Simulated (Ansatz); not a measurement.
Base system: BeTe in the zinc blende structure (space group F-43m, No. 216; a = 5.554 Å). Axes: x, y, z lie along the cube axes.

Now apply this change: the cell is compressed by 1.00 % along z with no lateral relaxation, atoms relaxed at fixed cell.

All numbers come from plane-wave PAW DFT at the LDA level (Ansatz, an electronic-structure program, 420 eV), no spin-orbit coupling.

Q: Give the band edges at the high-symmetry points of the new zone, measured from its valence-band maximum.

A: 
| point | valence edge (eV) | conduction edge (eV) |
|---|---|---|
| Γ | 0.00 | 3.53 |
| X | -2.83 | 1.75 |
| P | -3.51 | 5.29 |
| N | -1.21 | 3.16 |
| M | -2.92 | 1.68 |
| S | -2.50 | 2.47 |
| S₀ | -2.50 | 2.47 |
| R | -3.50 | 5.11 |
| G | -3.50 | 5.11 |

The gap is 1.68 eV, indirect, Γ → M.

With Te present, leaving out spin-orbit coupling can change the band edges. The cells carry an imposed strain or load. Stability against distortions was not tested. k-point labels follow each cell's own Brillouin zone.
